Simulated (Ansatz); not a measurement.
Consider V₄GaS₈ (space group F-43m, No. 216).

```yaml
crystal:
  lattice:
    - [0.00000, 4.75432, 4.75432]
    - [4.75432, 0.00000, 4.75432]
    - [4.75432, 4.75432, 0.00000]
  atoms:
    - { symbol: Ga, position: [0.50000, 0.50000, 0.50000] }
    - { symbol: V, position: [0.68837, 0.10388, 0.10388] }
    - { symbol: V, position: [0.10388, 0.10388, 0.10388] }
    - { symbol: V, position: [0.10388, 0.10388, 0.68837] }
    - { symbol: S, position: [0.36243, 0.91272, 0.36243] }
    - { symbol: S, position: [0.91272, 0.36243, 0.36243] }
    - { symbol: S, position: [0.36243, 0.36243, 0.36243] }
    - { symbol: S, position: [0.36243, 0.36243, 0.91272] }
    - { symbol: V, position: [0.10388, 0.68837, 0.10388] }
    - { symbol: S, position: [0.39157, 0.86948, 0.86948] }
    - { symbol: S, position: [0.86948, 0.86948, 0.86948] }
    - { symbol: S, position: [0.86948, 0.86948, 0.39157] }
    - { symbol: S, position: [0.86948, 0.39157, 0.86948] }
```

Cartesian axes are those of the cell as printed.

Level of theory: PBEsol (Ansatz, an electronic-structure program, PAW, scalar-relativistic without spin-orbit coupling).

For the base:

| Quantity | Result |
|---|---|
| Shortest interatomic distance | 4.266 bohr |
| Pressure | 0.0 GPa |

Now apply this change: the cell is compressed by 1.59 % along y with no lateral relaxation; the atoms relax in the strained cell.

Q: Estimate the effect on the largest internal atomic displacement, shortest interatomic distance, pressure and energy relative to the base.

A: The largest internal atomic displacement comes out as 0.026 Å; the shortest interatomic distance drops by 0.014 bohr (4.266 bohr → 4.252 bohr); the pressure (mean of the normal stresses, compression positive) goes from zero to 1.5 GPa; the energy increases by 2.0 meV/atom.

Without a gap, meshes like the base's 7×7×7 leave anisotropic stresses uncertain by several tenths of a GPa, and small strain energies with them. Stability against distortions was not tested. Starting moments died away, wholly or in part, for the base; another magnetic solution may exist. The base started in R3m and relaxed to F-43m at this level. The final runs are not spin-polarised. An odd electron count without spin: V4GaS8.
